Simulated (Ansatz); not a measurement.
# Lattice parameter a of CsCl-type LiCl (model structure) at several levels of theory

No measured value is used here.

```
level (code)     value (Å)
---------------  ---------
LDA (Ansatz)         3.177
PBE (Ansatz)         3.281
PBE-D4 (Ansatz)          …
r²SCAN (Ansatz)      3.271
HSE06 (Ansatz)       3.265
```

Complete the blanks.


- PBE-D4 (Ansatz, a program for electronic structure), value (Å): 3.247

K meshes differ between the levels. Ansatz's density-functional and Hartree–Fock values are scalar-relativistic unless marked +SOC, with PAW data made under PBE.

A model structure was made by putting elements into a prototype or built by hand; it is no filed structure, need not be a known phase, and can be a saddle point held by its symmetry.
